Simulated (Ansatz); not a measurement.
Start from Rh in the fcc (Cu type) structure (space group Fm-3m, No. 225; a = 3.755 Å; relaxed with 0.1 eV smearing). Axes: x, y, z lie along the cube axes.

Calculations: plane-wave PAW DFT at the LDA level (Ansatz, a quantum-chemistry and plane-wave program, 420 eV), no spin-orbit coupling.

Base values:

| Item | Result |
|---|---|
| Pressure | 0.0 GPa |

Modification: biaxial strain +0.50 %, plane normal [001], relaxed out of plane (Cartesian); in-plane vectors clamped, the third vector and the atoms free.

Problem. How does this affect the out-of-plane strain?

Solution. The out-of-plane strain comes out as -0.45 %.

Problem. What does the calculation give for the energy relative to the base after the change?

Solution. The energy goes up by 1.1 meV/atom.

Problem. How does this affect the pressure?

Solution. The pressure (mean of the normal stresses, compression positive) goes from zero to -1.7 GPa.

No phonon test of stability was made. All final runs are without spin polarisation.
